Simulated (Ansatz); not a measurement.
The reference is Nb in the bcc (W type) structure (space group Im-3m, No. 229; relaxed with 0.1 eV smearing).

```xyz
1
Lattice="-1.6242 1.6242 1.6242 1.6242 -1.6242 1.6242 1.6242 1.6242 -1.6242" Properties=species:S:1:pos:R:3 pbc="T T T"
Nb     0.0000     0.0000     0.0000
```

Calculations: Ansatz (an electronic-structure program) LDA, spin-orbit coupling left out.

Base values:

The pressure is 0.0 GPa.

Perturbation: every lattice vector is shortened by 2.00 %; the atoms relax in the strained cell.

### Question
Predict the new energy relative to the base.

### Answer
The energy goes up by 39 meV/atom.

### Question
What does the calculation give for the pressure after the change?

### Answer
The pressure goes from zero to 12.9 GPa.

No phonon test of stability was made. The final runs are not spin-polarised.
